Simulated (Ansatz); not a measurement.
Consider SnO$_{2}$ in the rutile structure (space group P4_2/mnm, No. 136; a = 4.722 Å, c = 3.190 Å). Axes: x, y, z lie along a, b, c of the conventional cell.

Computed with Kohn–Sham DFT with the LDA functional, run in Ansatz (a quantum-chemistry and plane-wave program) with PAW and 420 eV plane waves, no spin-orbit coupling.

For the base:

- Pressure = 0.00 GPa

One thing is altered: biaxial strain +0.60 %, plane normal [001], relaxed out of plane (Cartesian); in-plane vectors clamped, the third vector and the atoms free.

Q: What happens to the out-of-plane strain and pressure?

A: The out-of-plane strain comes out as -0.42 %; the pressure (mean of the normal stresses, compression positive) goes from zero to -1.24 GPa.

Whether these cells are dynamically stable was not tested.
